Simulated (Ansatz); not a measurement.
Take WO₃ (space group Cmcm, No. 63; a = 5.4539 Å, b = 5.4743 Å, c = 7.4603 Å; a cell from a computed database, its experimental status unchecked) as the base.

Perturbation: hydrostatic tension (pressure −1 GPa).

Levels (all Ansatz, a first-principles code, PAW): PBEsol (420 eV, without spin-orbit coupling); PBEsol+SOC (420 eV, noncollinear with spin-orbit coupling).

The geometry is relaxed with PBEsol.

| Property | Result |
|---|---|
| PBEsol pressure | -10.0 kbar |
| PBEsol band gap | 1.37 eV |
| PBEsol width of the top valence band | 1.44 eV |

With PBEsol+SOC at the same geometry, the pressure shrinks by 2.9 kbar to -12.9 kbar; the band gap falls by 0.12 eV (1.37 eV → 1.25 eV); the width of the top valence band remains 1.44 eV.

Single points use the geometry relaxed with PBEsol. Differences between runs with and without spin-orbit coupling are approximate. With W present, leaving out spin-orbit coupling can change the band edges. Load acts through the strain it causes; cell and atoms are relaxed under it. Stability against distortions was not tested.
